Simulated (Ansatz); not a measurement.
## Effective masses and thermopower of ZnO under load (space group P6_3mc)

```xyz
4
Lattice="3.2478 0.0000 0.0000 -1.6239 2.8127 0.0000 0.0000 0.0000 5.1294" Properties=species:S:1:pos:R:3 pbc="T T T"
Zn     0.0000     1.8751    -0.0252
Zn     1.6239     0.9376     2.5395
O      0.0000     1.8751     1.9488
O      1.6239     0.9376     4.5135
```

These are r2SCAN with spin-orbit coupling, rigid bands (plane waves, PAW; Ansatz, a first-principles code) values and carry that method's errors. Condition of this run: uniaxial stress along c of 2.2 GPa (compression positive) (the target of the relaxation). How the cell was made: cell and atoms relaxed with PBEsol, then loaded as said.

```
Quantity                                                                                                                                                          Result
---------------------------------------------------------------------------------------------------------------------------------------  -------------------------------
band gap                                                                                                                                                         1.25 eV
electron conductivity mass (300 K, dilute)                                                                                               0.21 (x), 0.21 (y), 0.21 (z) mₑ
hole conductivity mass (300 K, dilute)                                                                                                    1.72 (x), 1.72 (y), 2.9 (z) mₑ
effective density of states N_c (300 K)                                                                                                                      2.4e18 cm⁻³
effective density of states N_v (300 K)                                                                                                                      6.9e19 cm⁻³
density-of-states mass, electrons                                                                                                                                0.21 mₑ
density-of-states mass, holes                                                                                                                                    1.97 mₑ
Seebeck coefficient, n-type 1e19 cm⁻³, 300 K                                                                                                                   -117 μV/K
best n-type power factor at 300 K for τ = 10 fs (best axis; densities from 1e16 to 1e21 cm⁻³ tried, whether or not they can be reached)     1.77 μW/(cm·K²) at 1e19 cm⁻³
Seebeck coefficient, p-type 1e19 cm⁻³, 300 K                                                                                                                    427 μV/K
```

Rigid bands; masses and Seebeck coefficients take one relaxation time τ for all states and one kind of carrier; polarons and phonon drag are left out. Geometry: cell and atoms relaxed with PBEsol.
